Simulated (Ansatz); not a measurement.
fcc Al (0 0 1) on cubic SrTiO3 (0 0 1) (film strained to the substrate, faces as cut)

A periodic stack without vacuum, fcc Al (0 0 1) on cubic SrTiO3 (0 0 1) (film strained to the substrate, faces as cut): substrate slab Sr4O10Ti3, film Al12, surface cells [[0, 1], [-1, 0]] and [[0, -1], [2, 1]], film strained by -2.6 and -2.6 %, faces OSr/OSr and Al/Al as cut (like faces can put a slab off its formula).

The start was prepared with a machine-learned potential, and the result is one local minimum, with the in-plane cell held and forces under 0.04 eV/Å; the film can end far from its bulk form.

Calculation: PBE (plane waves to 420 eV, PAW; Ansatz, a program for electronic structure). No spin–orbit coupling; the runs are not spin-polarised; PBE gaps are too small against experiment. Its k-point mesh 8×8×1, Fermi–Dirac width 0.05 eV.

| Quantity | Result |
|---|---|
| interface area | 15.5 Å² |
| period | 28.38 Å |
| gaps between the outermost planes at the two interfaces | 1.79 and 3.23 Å |
| Al–Sr contacts across the interfaces within 1.22 times the sum of covalent radii | 9, mean 3.64 Å |
| Al–O contacts across the interfaces within 1.22 times the sum of covalent radii | 1, mean 1.79 Å |

```
CELL_PARAMETERS angstrom
      3.93691     0.00030     0.00525
     -0.00017     3.93636     0.06466
      0.02754    -0.52845    28.37857
ATOMIC_POSITIONS crystal
  Sr 0.93900 0.04718 0.05677
  O  0.43699 0.54327 0.05854
  Sr 0.93649 0.04709 0.19405
  Ti 0.43818 0.54670 0.12222
  O  0.93557 0.54477 0.12825
  O  0.43551 0.04477 0.12826
  O  0.43389 0.54484 0.20015
  Sr 0.93296 0.04747 0.33410
  Ti 0.43535 0.54782 0.26453
  O  0.93300 0.54542 0.27075
  O  0.43309 0.04536 0.27075
  O  0.43231 0.54628 0.34187
  Sr 0.93093 0.04828 0.47104
  Ti 0.43176 0.54798 0.40614
  O  0.93174 0.54709 0.41220
  O  0.43164 0.04723 0.41220
  O  0.43083 0.54820 0.48779
  Al 0.42775 0.05149 0.65199
  Al 0.92772 0.55127 0.65197
  Al 0.92877 0.04970 0.58534
  Al 0.42887 0.54875 0.55100
  Al 0.42560 0.05320 0.79740
  Al 0.92569 0.55320 0.79738
  Al 0.92669 0.05247 0.72628
  Al 0.42666 0.55260 0.72440
  Al 0.42585 0.05410 0.94279
  Al 0.92565 0.55400 0.94285
  Al 0.92584 0.05360 0.86995
  Al 0.42567 0.55361 0.87000
```
